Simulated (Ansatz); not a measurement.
Gap of wurtzite InAs, (0001) cell, strained to InP +2.0% (InAs held in this type, which need not be the stable form; held in plane at the lattice of InP strained by +2 %), on one geometry relaxed at PBE.

Methods: r2SCAN (plane waves to 500 eV, PAW; Ansatz, a program for electronic structure); HSE06 (plane waves to 420 eV, PAW; Ansatz). Geometries and values that name no level are of the first. No spin–orbit coupling. Its k-point mesh 9×9×4, Fermi–Dirac width 0.01 eV. HSE06 ran on meshes of its own (6×6×3); its edges and gaps are taken over the mesh and over extra points off it, mostly where PBE has its edges.

```csv
level,gap (eV)
r2SCAN,…
HSE06,0.23
```

### Question
Some entries are withheld; supply them.

### Answer

- r2SCAN, gap (eV): 0.00
